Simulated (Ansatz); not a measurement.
Take GaP in the zinc blende structure (space group F-43m, No. 216) as the base.

```yaml
crystal:
  lattice:
    - [0.00000, 2.71928, 2.71928]
    - [2.71928, 0.00000, 2.71928]
    - [2.71928, 2.71928, 0.00000]
  atoms:
    - { symbol: Ga, position: [0.00000, 0.00000, 0.00000] }
    - { symbol: P, position: [0.25000, 0.25000, 0.25000] }
```

Cartesian axes are those of the cell as printed.

Computed with PBEsol (Ansatz, an electronic-structure program, PAW, no SOC).

It is then changed as follows: the cell is stretched by 1.00 % along z with no lateral relaxation; the atoms relax in the strained cell.

Question: Predict the stress tensor and what it implies for the stiffness.

Answer: Stress of the strained cell less that of the base (GPa, compression positive):
```
  -0.58    0.00    0.00
   0.00   -0.58    0.00
   0.00    0.00   -1.33
```

Then −Δσ_ii/ε with ε = 0.0100 gives relaxed-ion elastic constants: C33 ≈ 133 GPa, C13 ≈ 58 GPa and C23 ≈ 58 GPa.

Stability against distortions was not tested.
